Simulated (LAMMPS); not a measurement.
Melts of SiC (zinc blende) cooled to 300 K at several rates.

All values are model results, not measurements: classical MD, pair style gw, file SiC.gw (LAMMPS).

```
cooling rate (K/s)  energy above the crystal  state                  density  coordination number of C by Si       rough cost
------------------  ------------------------  -----  -----------------------  ------------------------------  ---------------
3e+12                          0.239 eV/atom  glass  3.12 g/cm³ (one sample)        3.87 (counted to 2.30 Å)  90 core-minutes
1e+13                          0.256 eV/atom  glass  3.14 g/cm³ (one sample)        3.90 (counted to 2.30 Å)  20 core-minutes
1e+14                          0.324 eV/atom  glass  3.03 g/cm³ (one sample)        3.83 (counted to 2.34 Å)  10 core-minutes
```

Costs are rough and include melting and analysis.

Caution: at ambient pressure real SiC sublimes or decomposes before or as it melts, so this liquid is the model's.
